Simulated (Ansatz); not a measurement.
Take Sn in the diamond structure (space group Fd-3m, No. 227; a = 6.474 Å; relaxed with 0.1 eV smearing) as the base. Axes: x, y, z lie along the cube axes.

Computed with Ansatz (a first-principles code) LDA, no spin-orbit coupling.

Now apply this change: biaxial strain −1.25 %, plane normal [111], relaxed out of plane (Cartesian); in-plane vectors clamped, the third vector and the atoms free.

Q: What happens to the in-plane stress, ratio −ε⊥/ε∥ and energy relative to the base?

A: The mean in-plane stress (compression positive) amounts to +1.2 GPa; the ratio −ε⊥/ε∥ amounts to 0.61; the energy goes up by 3.1 meV/atom.

No phonon test of stability was made.
